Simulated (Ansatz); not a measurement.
**Effect of 2 layers on hypothetical Fm-3m WTe2**

Take WTe₂ (space group Fm-3m, No. 225; a = 6.569 Å; a hypothetical phase, not in the database extracts checked) as the base. Axes: x, y, z lie along the cube axes.

The change: a free-standing slab of 2 layers (6 atoms, 3 a layer) is cut normal to [111], with 15 Å of vacuum and the in-plane cell held at bulk.

Computed with PBEsol, PAW, 420 eV (Ansatz, a quantum-chemistry and plane-wave program; no spin-orbit coupling), earlier PAW set. Γ-centred 12×12×1 mesh, Fermi–Dirac width 0.05 eV, for the changed cell.

- Layer's space group (with vacuum) = P-3m1 (No. 164)
- Shortest interatomic distance = 2.695 Å (base 2.845 Å)
- Band gap = zero (base zero)
- Excess energy per area of both faces (slab less bulk energy over the cell's area: twice a surface energy) = 0.88 J/m² (uncertain by up to 0.05 J/m²)
- Thickness between the outermost nuclei = 5.84 Å
- Change of the spacing d12 from its bulk value of 0.948 Å = +31.5 %
- Change of the spacing d23 from its bulk value of 0.948 Å = -31.7 %

The excess energy carries the mismatch between the slab's and the bulk's meshes. With Te and W present, leaving out spin-orbit coupling can change the band edges. Stability against distortions was not tested. The final runs are not spin-polarised. WTe2 has a high density of states at the Fermi level and may be magnetic at this level. The zero or small gap of WTe2 can change with the level of theory.
